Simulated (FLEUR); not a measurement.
FLEUR run on HfN (I4mm, 2 atoms in the cell): self-consistent single point.

Method of the run: PBEsol, all-electron FLAPW (FLEUR), scalar-relativistic valence in FLEUR.

```
HfN
1.0
    0.00000     2.24870     2.24870
    2.24870     0.00000     2.24870
    2.24870     2.24870     0.00000
Hf N
1 1
Cartesian
  0.00000   0.00000   0.05000
  2.24870   2.24870   2.24870
```

Reference input (self-consistent single point, DFT, PBEsol, all-electron FLAPW (FLEUR), scalar-relativistic valence): Kmax = 4.5 1/bohr; GmaxXC = 22.5 1/bohr; xcFunctional = PBEs; jspins = 1; l_soc = F; mode = hist; fermiSmearingEnergy = 0.00367493 Htr; mesh (inpgen div1-3) = 6 6 6; inpgen gamma flag = true; Gmax = 22.5 1/bohr; numbands = 0; maxIterBroyd = 15. This run's input differs from it in these lines:

```diff
@@ -15,3 +15,3 @@
 &exco xctyp='PBEs' /
-&kpt div1=6 div2=6 div3=6 gamma=t /
+&kpt div1=2 div2=2 div3=2 /
 &end /
```

Log, with long lists cut:

```
      Welcome to FLEUR        (www.flapw.de)
      MaX-Release 8.1          (www.max-centre.eu)
 bin size:            3
**************FLEUR-Error*****************
Error message: Bin size too small
Error occurred in subroutine: types_kpts%gen_bz
Error from PE:0/1
 Last known location:
```

The program stopped before any SCF iteration. 

The starting cell has typed, rounded lattice constants, without a prior relaxation at this level. Its lattice was rescaled by up to half a per cent. One atom was moved a little off its site on purpose. Values depend on the basis (sphere radii, cutoffs, local orbitals), which need not be converged.
